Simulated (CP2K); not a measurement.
CP2K is run on Ru (P6_3/mmc, 2 atoms in the cell), and the run fails. The aim is a self-consistent single point with DFT PBE, GPW, DZVP-MOLOPT-SR-GTH basis, GTH-PBE potentials (GTH_POTENTIALS).

Cell that was meant: a = 2.7419 Å, b = 2.7419 Å, c = 4.3219 Å, α = 90.00°, β = 90.00°, γ = 120.00°.

Part of the input:

```
    &SCF
      SCF_GUESS ATOMIC
      EPS_SCF 1E-6
      MAX_SCF 5
      ADDED_MOS 6
      &DIAGONALIZATION
        ALGORITHM STANDARD
```

Output, abridged:

```
 SCF WAVEFUNCTION OPTIMIZATION

  Step     Update method      Time    Convergence         Total energy    Change
     1 NoMix/Diag. 0.30E+00      -     0.33660539      -190.1803783118 -1.90E+02
     2 Broy./Diag. 0.30E+00      -     0.20065224      -192.0899416950 -1.91E+00
     3 Broy./Diag. 0.30E+00      -     0.08172523      -190.1538529462  1.94E+00
     4 Broy./Diag. 0.30E+00      -     0.01004687      -189.3524194621  8.01E-01
     5 Broy./Diag. 0.30E+00      -     0.00488501      -189.3845707479 -3.22E-02
  Leaving inner SCF loop after reaching     5 steps.

  Overlap energy of the core charge distribution:               0.00000000000003
  Self energy of the core charge distribution:               -335.88961253075729
  Core Hamiltonian energy:                                     78.42568633020998
   [... lines left out ...]
  Fermi energy:                                                 0.64721772790860
  Total energy:                                              -189.38457074787559
   [... lines left out ...]
 * [ABORT]                                                                     *
 *  \___/     SCF run NOT converged. To continue the calculation regardless,   *
 *    |             please set the keyword IGNORE_CONVERGENCE_FAILURE.         *
 *  O/|                                                                        *
 * /| |                                                                        *
 * / \                                                            qs_scf.F:702 *
 *******************************************************************************

 ===== Routine Calling Stack =====

            4 scf_env_do_scf
            3 qs_energies
            2 qs_forces
            1 CP2K
Abort(1) on node 0 (rank 0 in comm 0): application called MPI_Abort(MPI_COMM_WORLD, 1) - process 0
```

Problem. Diagnose the run.

Solution. The fault is an iteration limit that is too low. The loop is cut before its threshold is met, so whatever is printed at the end is not self-consistent. To fix it, raise the limit, or leave it to the default. The run ended unconverged after 5 iterations.

The sound input it was made from differs as follows (other fixes are possible):
```diff
-      MAX_SCF 5
+      MAX_SCF 100
```

With that input, the run converged in 11 iterations: free energy E − TS -5154.5536 eV; Fermi level (on the code's own zero) 17.61 eV; pressure -5.49 GPa (DFT PBE, GPW, DZVP-MOLOPT-SR-GTH basis, GTH-PBE potentials (GTH_POTENTIALS)).

On the sound input: the starting cell comes from a database of computed structures (which also holds hypothetical and non-ambient phases and stackings), without a prior relaxation at this level. Its lattice was rescaled by a random factor within 2.5 % of one. Spin polarisation is off. Values carry the incompleteness of an atom-centred basis. With a pressure of about -5 GPa the cell is away from its equilibrium volume at this level. Without a gap this mesh is coarse (it stands for a supercell whose shortest vector is 17 Å).
